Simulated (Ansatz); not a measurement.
Ba2YHO3 (model structure, Immm, No. 71, 7 atoms in the cell), treated with LDA in Ansatz (plane waves, PAW).

Settings: plane-wave cutoff 520 eV, 12×12×12 k mesh, Fermi–Dirac smearing 0.01 eV, scalar-relativistic PAW data made under PBE.

Cell (relaxed with PBEsol):

```cif
data_HBa2O3Y
_chemical_formula_sum 'Y1 O3 H1 Ba2'
_space_group_name_H-M_alt 'P 1'
_space_group_IT_number 1
_cell_length_a 7.43453
_cell_length_b 7.43453
_cell_length_c 7.43453
_cell_angle_alpha 146.001
_cell_angle_beta 147.718
_cell_angle_gamma 47.586
loop_
_space_group_symop_operation_xyz
  'x, y, z'
loop_
_atom_site_label
_atom_site_type_symbol
_atom_site_fract_x
_atom_site_fract_y
_atom_site_fract_z
_atom_site_occupancy
Y1 Y 0.00000 0.00000 0.00000 1
O1 O 0.00000 0.50000 0.50000 1
H1 H 0.50000 0.00000 0.50000 1
O2 O 0.16438 0.16438 0.00000 1
O3 O 0.83562 0.83562 0.00000 1
Ba1 Ba 0.34837 0.34837 0.00000 1
Ba2 Ba 0.65163 0.65163 0.00000 1
```

### Question
Give the computed band gap and Γ–Γ gap.

### Answer

* **band gap**: 2.95 eV
* **Γ–Γ gap**: 3.26 eV

Note: the relaxation could raise the start's symmetry but not lower it, so the cell can be a saddle point; cell and atoms aren't relaxed at this level (largest force component 0.08 eV/Å, pressure -2.6 GPa).

Spin–orbit coupling is not included.

Computed values are for the static lattice.

It cost very roughly 2.7 core-minutes of CPU time.

A model structure was made by putting elements into a prototype or built by hand; it is no filed structure, need not be a known phase, and can be a saddle point held by its symmetry.

Ansatz is a program for electronic structure.
